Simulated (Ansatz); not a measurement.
Consider the following.

End structure of the 1x1 (111) surface of fcc Ag:

```yaml
crystal:
  lattice:
    - [5.86677, 0.00000, 0.00000]
    - [-2.93338, 5.08077, 0.00000]
    - [0.00000, 0.00000, 26.50000]
  atoms:
    - { symbol: Ag, position: [0.16667, 0.33333, 0.36572] }
    - { symbol: Ag, position: [0.16667, 0.83333, 0.36572] }
    - { symbol: Ag, position: [0.66667, 0.33333, 0.36572] }
    - { symbol: Ag, position: [0.66667, 0.83333, 0.36572] }
    - { symbol: Ag, position: [0.33333, 0.16667, 0.45551] }
    - { symbol: Ag, position: [0.33333, 0.66667, 0.45551] }
    - { symbol: Ag, position: [0.83333, 0.16667, 0.45551] }
    - { symbol: Ag, position: [0.83333, 0.66667, 0.45551] }
    - { symbol: Ag, position: [0.00000, 0.00000, 0.54449] }
    - { symbol: Ag, position: [0.00000, 0.50000, 0.54449] }
    - { symbol: Ag, position: [0.50000, 0.00000, 0.54449] }
    - { symbol: Ag, position: [0.50000, 0.50000, 0.54449] }
    - { symbol: Ag, position: [0.16667, 0.33333, 0.63428] }
    - { symbol: Ag, position: [0.16667, 0.83333, 0.63428] }
    - { symbol: Ag, position: [0.66667, 0.33333, 0.63428] }
    - { symbol: Ag, position: [0.66667, 0.83333, 0.63428] }
```

Model: 16-atom slab, 7.1 Å thick at the start (thin: gaps and levels are the slab's own), 6x6x1 mesh, Fermi-Dirac 0.1 eV, dipole correction, single point; on the structure that PBE left under its start's symmetry; no spin, no spin-orbit, no U.

### Question
What work function of the top face does r2SCAN, at the PBE geometry (Ansatz, an electronic-structure program) give?

### Answer
4.41 eV
